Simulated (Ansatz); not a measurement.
Input and output of a self-consistent single point for Hf (P6_3/mmc, 4 atoms in the cell) (Ansatz, a program for electronic structure).

Level of theory: PBE, PAW files (plane waves; Ansatz).

```yaml
crystal:
  lattice:
    - [3.10929, 0.00000, 0.00000]
    - [-1.55465, 2.69272, 0.00000]
    - [0.00000, 0.00000, 10.00416]
  atoms:
    - { symbol: Hf, position: [0.00000, 0.00000, 0.00000] }
    - { symbol: Hf, position: [0.00000, 0.00000, 0.50000] }
    - { symbol: Hf, position: [0.33333, 0.66667, 0.25000] }
    - { symbol: Hf, position: [0.66667, 0.33333, 0.75000] }
```

Reference input (self-consistent single point, DFT, PBE, plane waves, PAW files): basis.ecutwfc = 420 eV; kpoints.mp_grid.grid = 12 12 4; hamiltonian.xc = pbe; hamiltonian.pseudopotentials = {kind: paw} (an earlier, softer set of the program's PAW files); scf.occupations.method = cold; scf.occupations.width = 0.136 eV. This run's input differs from it in these lines:

Ansatz 0.2 input:
```diff
@@ -11,3 +11,3 @@
 basis:
-  ecutwfc: 420.0 eV
+  ecutwfc: 295.0 eV
 kpoints:
```

Output (repeated stretches shortened):

```
SCF iter   1: F=—  HF=-62888.552304 eV  |F-HF|=—  |Δ(HF+E_count)|=         —  Δρ=3.58e-2  dr2=1.24e0  ethr=3.10e-3  ⟨swp⟩=4.3  Hψ=9789  notcnv=0  defer=1
all-band conjugate gradients solve this SCF's bands
preconditioner: auto → Kerker (q_TF=auto, 2.829 Å⁻¹)
SCF iter   2: F=—  HF=-62888.152041 eV  |F-HF|=—  |Δ(HF+E_count)|=   4.00e-1  S|Δr|=    0.00e0  Δρ=2.11e-2  dr2=4.07e-1  ethr=1.20e-3  ⟨swp⟩=2.0  Hψ=6604  notcnv=0  defer=211
   [... lines left out ...]
SCF iter   7: F=—  HF=-62888.064397 eV  |F-HF|=—  |Δ(HF+E_count)|=   2.54e-6  S|Δr|=    0.00e0  Δρ=3.90e-5  dr2=1.93e-6  ethr=6.83e-9  ⟨swp⟩=2.0  Hψ=6345  notcnv=0  defer=215
SCF iter   8: F=—  HF=-62888.064397 eV  |F-HF|=—  |Δ(HF+E_count)|=   2.94e-7  S|Δr|=    0.00e0  Δρ=1.16e-5  dr2=1.04e-7  ethr=1.86e-9  ⟨swp⟩=2.9  Hψ=5471  notcnv=0  defer=215
SCF iter   9: F=-62888.064397 eV  HF=-62888.064397 eV  |F-HF|=1.86e-9  |Δ(HF+E_count)|=   6.06e-9  S|Δr|=    0.00e0  Δρ=2.60e-6  dr2=6.45e-9  ethr=9.62e-11  ⟨swp⟩=7.3  Hψ=11773  notcnv=0
SCF 1 converged in 9 iterations: F = -62888.064397 eV  dr2 = 6.45e-9
Stability not checked (fill_not_monotonic)
Free energy (F): -62888.064397 eV
Internal energy: -62888.061148 eV  (E = F + TS)
E sigma→0 (E₀):  -62888.063314 eV
Entropy (-TS):   -0.003249 eV (-0.812 meV/atom)
Fermi energy:    19.394928 eV
--- Forces (eV/Å), atoms counted from 1 ---
  atom   1  Hf     0.00000000    -0.00000000     0.00000000
   [... zero for the other atoms too ...]
--- Stress (GPa, compression-positive) ---
        9.993825       0.000000       0.000000
        0.000000       9.993825       0.000000
        0.000000       0.000000       8.969163
  P = ⅓ Tr σ = 9.6523 GPa (96.523 kbar)
  The stress holds the Pulay correction. Without it, at fixed plane waves, as pw.x and ABINIT print it: P = 1.9993 GPa
```

The run converged in 9 iterations. Against the reference run the free energy goes up by 90.8 meV/atom and the pressure goes from 9.53 to 9.65 GPa.

The starting cell was generated: these elements placed on a structure prototype, without a prior relaxation; it need not be a known phase or ordering of this composition. Its lattice was rescaled by a random factor within 2.5 % of one. Ansatz's pressure includes its estimate of the finite-basis (Pulay) stress. Without the estimate this run gives 2.00 GPa. The cutoff lies below the one recommended for these files.
